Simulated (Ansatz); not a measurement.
CsCl-type CuPd was calculated with PBEsol (Ansatz, an electronic-structure program, PAW).

Settings: plane-wave cutoff 520 eV, 18×18×18 k mesh, Fermi–Dirac smearing 0.05 eV, no spin polarisation, scalar-relativistic PAW data made under PBE.

Cell (relaxed at this level):

```yaml
crystal:
  lattice:
    - [2.96136, 0.00000, 0.00000]
    - [0.00000, 2.96136, 0.00000]
    - [0.00000, 0.00000, 2.96136]
  atoms:
    - { symbol: Cu, position: [0.00000, 0.00000, 0.00000] }
    - { symbol: Pd, position: [0.50000, 0.50000, 0.50000] }
```

### Question
What does this level give for the bulk modulus B0?

### Answer

* **bulk modulus B0**: 185 GPa

Note: the run has no spin polarisation, so it can have missed a magnetic state; the bulk modulus is −V dP/dV from two relaxed cells at ±2 % in volume.

Computed values are for the static lattice.
